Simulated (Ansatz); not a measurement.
ZrN: N interstitial (started 1.97 Å from the nearest host atom), symmetric start

Take a 24-atom supercell of ZrN in the rock salt structure (space group Fm-3m, No. 225; a = 4.553 Å) at its relaxed geometry as the base.

Modification: a neutral N interstitial (started 1.97 Å from the nearest host atom), symmetric start, atoms relaxed at fixed cell.

All numbers come from PBEsol (Ansatz, a program for electronic structure), spin-orbit coupling left out, earlier PAW set. Γ-centred 6×5×6 mesh, Fermi–Dirac width 0.05 eV.

The pressure goes from zero to 10.7 GPa and the final site of the added atom amounts to 4 Zr at 1.99–2.00 Å (tetrahedral).

Cost of the whole job for the changed cell (relaxation, final SCF and bands): roughly 10 core-minutes.

The cell is small, so the values are those of an ordered compound at a high defect concentration; dilute-limit values will differ. The defect started on the symmetric site and kept its symmetry, so it may sit on a saddle. The final runs are not spin-polarised. An odd electron count without spin: Zr12N13 and ZrN. The defect cell is not spin-polarised.
